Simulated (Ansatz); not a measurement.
**Sn under a change: biaxial strain −2.00 %, plane normal [001], relaxed out of plane**

Base system: Sn in the diamond structure (space group Fd-3m, No. 227; a = 6.656 Å; relaxed with 0.1 eV smearing). Axes: x, y, z lie along the cube axes.

Modification: biaxial strain −2.00 %, plane normal [001], relaxed out of plane (Cartesian); in-plane vectors clamped, the third vector and the atoms free.

Computed with DFT with PBE, PAW potentials and a 420 eV plane-wave cutoff in Ansatz (a quantum-chemistry and plane-wave program), no spin-orbit coupling. Γ-centred 15×15×15 mesh, Fermi–Dirac width 0.1 eV.

The volume per atom decreases by 0.78 Å³, from 36.86 Å³ to 36.08 Å³ and the space group goes from Fd-3m (No. 227) to I4_1/amd (No. 141). The shortest interatomic distance drops by 0.0196 Å (2.882 Å → 2.863 Å) and the energy increases by 5.4 meV/atom. The band gap stays zero and the out-of-plane strain amounts to +1.91 %. The ratio −ε⊥/ε∥ comes out as 0.96 and the mean in-plane stress (compression positive) amounts to +1.2 GPa.

No phonon test of stability was made.
